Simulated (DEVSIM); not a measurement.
System: Si p+/n-/n+ power diode, at 300 K.

Layer 1 from the left is Si, thickness (μm) 1.10, Na (cm⁻³) 3.6e17, τn (s) 3.9e-5, τp (s) 3.9e-5. Layer 2 from the left is Si, thickness (μm) 30.0, Nd (cm⁻³) 1.8e16, τn (s) 3.9e-5, τp (s) 3.9e-5. Layer 3 from the left is Si, thickness (μm) 1.30, Nd (cm⁻³) 2.5e18, τn (s) 3.9e-5, τp (s) 3.9e-5.

Left contact: ohmic. Right contact: ohmic. Voltage is applied to the left contact. Recombination: SRH at mid-gap. Mobility is μmin + (μ − μmin)/(1 + (N/Nref)^α).

Constants are typed, rounded textbook-type inputs, not results; the design itself was drawn at random and stands for no fabricated device. Values at 300 K.

Si: gap (eV) 1.124, affinity (eV) 4.05, permittivity 11.7, Nc (cm⁻³) 2.86e19, Nv (cm⁻³) 3.1e19, μn (cm²/Vs) 1417, μp (cm²/Vs) 470, μn,min 52, μp,min 45, Nref,n 9.7e16, Nref,p 2.2e17, αn 0.68, αp 0.72.

Simulated with DEVSIM: 1D drift-diffusion, Boltzmann statistics, complete ionisation; no tunnelling, impact ionisation, image-force lowering or self-heating.

Question: What does the simulation give for the potential step across the device at zero bias, the dark forward voltage at 100 A/cm²?

Answer: potential step across the device at zero bias 0.946 V; dark forward voltage at 100 A/cm² 0.814 V.
